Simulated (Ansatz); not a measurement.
Candidates (primitive cells; geometry: cell and atoms relaxed with PBEsol):
A. InP (F-43m), a = b = c = 4.156 Å, α = β = γ = 60.00°
B. GaAs (F-43m), a = 4.0013 Å, b = 4.0013 Å, c = 4.0013 Å, α = 60.00°, β = 60.00°, γ = 60.00°
C. BP (F-43m), a = b = c = 3.196 Å, α = β = γ = 60.00°
D. GaN (P6_3mc), a = 3.1826 Å, b = 3.1826 Å, c = 5.1854 Å, α = 90.00°, β = 90.00°, γ = 120.00°

Question: Order them by electron conductivity mass (highest first) at the level PBE with spin-orbit coupling, rigid bands run with Ansatz (a quantum-chemistry and plane-wave program).

Answer: C (0.33 mₑ), D (0.183 mₑ), A (0.064 mₑ), B (0.035 mₑ)

Masses are for dilute carriers at 300 K, harmonic means over directions unless an axis is named.
